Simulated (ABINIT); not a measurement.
Equation of state of zinc-blende CdSe (space group 216): energy against volume (ABINIT, LDA)

```
CELL_PARAMETERS angstrom
      0.00000     2.90735     2.90735
      2.90735     0.00000     2.90735
      2.90735     2.90735     0.00000
ATOMIC_POSITIONS crystal
  Cd 0.00000 0.00000 0.00000
  Se 0.75000 0.75000 0.75000
```

Method of the run: LDA (PW92), norm-conserving pseudopotentials (PseudoDojo nc-sr-04 LDA standard) (plane waves; ABINIT). Settings: pseudos = [Cd.upf, Se.upf]; ecut = 132 Ry; occopt = 3; tsmear = 0.00036749 Ha; ngkpt = 10 10 10; nshiftk = 1; shiftk = 0 0 0; potentials = PseudoDojo nc-sr-04 LDA standard; nband = 24; kptopt = 1; nstep = 50; tolvrs = 1e-10. The cell above is the first row's. The rows scale it uniformly. In all rows fractional positions and the k mesh are held. E is the free energy at the stated smearing, counted from the lowest row.

```csv
V (Å^3/atom),E (meV/atom)
24.575,52.58
25.109,31.57
25.643,16.40
26.178,6.44
26.712,1.14
27.246,0.00
27.780,2.58
28.315,?
```

The 7 complete rows are fitted with the third-order Birch-Murnaghan form, a cubic in V^(-2/3), E against V. With u = V^(-2/3) - 0.1135, the rows have u = 0.0048053, 0.0031220, 0.0014972, -0.0000749, -0.0015917, -0.0030587, -0.0044786. Least squares gives E = 6.805 + 5021.3·u + 923440·u² + 2902742·u³. Residuals (row less fit): 0.001, 0.000, -0.003, 0.006, 0.000, -0.003, 0.002; standard error 0.004 (degrees of freedom: 3). Its minimum lies at u = -0.0027546, so V0 = (0.1107454)^(-3/2) = 27.13. There d²E/du² = 1799000 and d³E/du³ = 1.742e7, so B0 = (4/9) × 27.13^(-7/3) × 1799000 × 0.160218 = 57.9 GPa (the last factor turns the table's units into GPa), and B0' = 4 + (2/3) × 0.1107454 × (1.742e7)/1799000 = 4.7. The program's pressures in the fitted runs (not shown) pass through zero at V = 27.13, 0.01 % from this V0.

Estimate the missing E (V = 28.315); what did the run itself give?

u = -0.0058562, so E = 6.805 + 5021.3 × (-0.0058562) + 923440 × (-0.0058562)² + 2902742 × (-0.0058562)³ = 8.486 meV/atom. The calculation gives 8.49 meV/atom, which the fit meets to the printed digits. The row lies outside the fitted rows, so this is an extrapolation. From the scatter of the fitted rows alone, a prediction at this place has a standard error of 0.012 meV/atom, so the miss is 0.3 times that.

Carrying the step between the two nearest rows on in a straight line would have given 5.16, off by 3.33; series whose last step already gives the withheld value aren't shown. The scan was laid around a cell of about the measured size, scaled by a guess for this functional. This is one of two polymorphs. The runs keep the symmetry of the cell, so they don't test it for distortions. 1 of the planned runs didn't end soundly and are left out. Cutoffs and mesh are single choices, not tested for convergence of this quantity. Series with a scatter that would blur these digits, or in which a gap closes, are not shown. Nor are scans whose minimum lies at an end fitted in this form.
